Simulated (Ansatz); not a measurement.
Pressure series in SiGe

Consider SiGe in the wurtzite structure (space group P6_3mc, No. 186; a = 3.904 Å, c = 6.455 Å; a model cell, its experimental status unchecked).

Cell and atoms are relaxed at each pressure.

Calculations: Ansatz (a quantum-chemistry and plane-wave program), r2SCAN, PAW, cutoff 500 eV, spin-orbit coupling left out.

```
P (GPa)  V (Å³/atom)
-------  -----------
-2.00         21.840
-1.00         21.560
0.90          21.079
2.10          20.802
4.50          20.302
9.00          19.506
15.00         18.647
22.50         17.784
29.99         17.077
```

Q: Fit a third-order Birch–Murnaghan equation of state.

A: Least squares on P(V) = (3B₀/2)[(V₀/V)^(7/3) − (V₀/V)^(5/3)]·[1 + (3/4)(B₀′ − 4)((V₀/V)^(2/3) − 1)] gives V₀ = 21.30 Å³/atom, B₀ = 85 GPa and B₀′ = 4.2.

Between the base and pressure 9 GPa the gap moves from 0.66 eV to 0.51 eV, a mean slope of -17 meV/GPa.

Load acts through the strain it causes; cell and atoms are relaxed under it. No phonon test of stability was made. No other phases were tried under pressure.
